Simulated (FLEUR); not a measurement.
Worked example: self-consistent single point of YPt2 (Fd-3m, 6 atoms in the cell) in FLEUR.

Method: PBEsol, all-electron FLAPW (FLEUR), scalar-relativistic valence in FLEUR.

The change in words: lattice scaled by 0.98. Reference geometry:
```yaml
crystal:
  lattice:
    - [0.00000, 3.82539, 3.82539]
    - [3.82539, 0.00000, 3.82539]
    - [3.82539, 3.82539, 0.00000]
  atoms:
    - { symbol: Y, position: [0.50000, 0.50000, 0.50000] }
    - { symbol: Y, position: [0.75000, 0.75000, 0.75000] }
    - { symbol: Pt, position: [0.62500, 0.12500, 0.12500] }
    - { symbol: Pt, position: [0.12500, 0.12500, 0.62500] }
    - { symbol: Pt, position: [0.12500, 0.62500, 0.12500] }
    - { symbol: Pt, position: [0.12500, 0.12500, 0.12500] }
```

Reference input (self-consistent single point, DFT, PBEsol, all-electron FLAPW (FLEUR), scalar-relativistic valence): Kmax = 4.3 1/bohr; GmaxXC = 15 1/bohr; xcFunctional = PBEs; jspins = 1; l_soc = F; mode = gauss; fermiSmearingEnergy = 0.00367493 Htr; mesh (inpgen div1-3) = 6 6 6; inpgen gamma flag = true; Gmax = 15 1/bohr; numbands = 0; maxIterBroyd = 15. This run's input differs from it in these lines:

```diff
@@ -3,5 +3,5 @@
 &input film=f /
--0.0000000000 7.2289488685 7.2289488685
-7.2289488685 -0.0000000000 7.2289488685
-7.2289488685 7.2289488685 -0.0000000000
+-0.0000000000 7.0843697022 7.0843697022
+7.0843697022 -0.0000000000 7.0843697022
+7.0843697022 7.0843697022 -0.0000000000
 1.0
@@ -48,5 +48,5 @@
          <bravaisMatrix>
-            <row-1>    0.0000000000000000     7.2289488684999998     7.2289488684999998</row-1>
-            <row-2>    7.2289488684999998     0.0000000000000000     7.2289488684999998</row-2>
-            <row-3>    7.2289488684999998     7.2289488684999998     0.0000000000000000</row-3>
+            <row-1>    0.0000000000000000     7.0843697022000001     7.0843697022000001</row-1>
+            <row-2>    7.0843697022000001     0.0000000000000000     7.0843697022000001</row-2>
+            <row-3>    7.0843697022000001     7.0843697022000001     0.0000000000000000</row-3>
          </bravaisMatrix>
```

Output (repeated stretches shortened):

```
 Iteration:     1   Distance:      18.63502175 me/bohr^3
 Iteration:     2   Distance:      15.37308365 me/bohr^3
 Iteration:     3   Distance:       7.31582326 me/bohr^3
 Iteration:     4   Distance:       5.35188145 me/bohr^3
 Iteration:     5   Distance:       3.66694998 me/bohr^3
   [... 10 lines left out ...]
 Iteration:    16   Distance:       0.00011360 me/bohr^3
 Iteration:    17   Distance:       0.00006710 me/bohr^3
 Iteration:    18   Distance:       0.00002114 me/bohr^3
 Iteration:    19   Distance:       0.00000701 me/bohr^3
 Run finished successfully
 Stop message:
   Structural relaxation: Done

[file out, last iteration]
             iter=     20
[...]
          total density-effective poten   -1.4063701221E+05
          total charge density-energy d   -1.6242501834E+03
 Updated energy parameters for spin:           1
[...]
 fermi energy and band-weighting factors:
   [... 6 lines left out ...]

[...]
FERMIE:
          first approx. to ef    (T=0)  :   0.530865 htr   (energy of the highest occ. eigenvalue)
          number of occ. states  (T=0)  :        688
          first approx. to seigv (T=0)  : -23.361058 htr
          sum of weights of occ. states :  43.023148
          sum of semicore charge        :   0.000000 e
          fermi energy=   0.53270 har   work function= -14.49557 ev
          number of valence electrons=  86.00000
   [... lines left out ...]
          total moment                 =     0.00000
 Direct bandgap for spin            1 :    1.8015377603499805E-002  Htr
 ---->    free energy=                    -80534.0743038509 htr
   [... lines left out ...]
      extrapolation for T->0
 ---->    total electron energy=          -80534.0743038509 htr
 ***** TOTAL FORCES ON ATOMS *****
 TOTAL FORCE FOR ATOM TYPE=  1  X=  5.313   Y=  5.313   Z=  5.313
                       FX_TOT= 0.000000 FY_TOT= 0.000000 FZ_TOT= 0.000000
 TOTAL FORCE FOR ATOM TYPE=  2  X=  0.000   Y=  3.542   Z=  3.542
                       FX_TOT= 0.000000 FY_TOT= 0.000000 FZ_TOT= 0.000000
 Structural relaxation: Done
```

The run converged in 19 iterations. FLEUR gives forces in its relaxation mode, with a further iteration, so its stop message speaks of a relaxation. Against the reference run the total energy rises by 13.8 meV/atom.

The starting cell comes from a database of computed structures (which also holds hypothetical and non-ambient phases and stackings), without a prior relaxation at this level. For this run, on top of that: lattice scaled by 0.98. Spin-orbit coupling is off. Spin polarisation is off. Values depend on the basis (sphere radii, cutoffs, local orbitals), which need not be converged. The log's line on a gap gives a spacing of levels on this mesh, which the program prints for metals too.

Cost on one core of a shared machine: roughly 5 min.
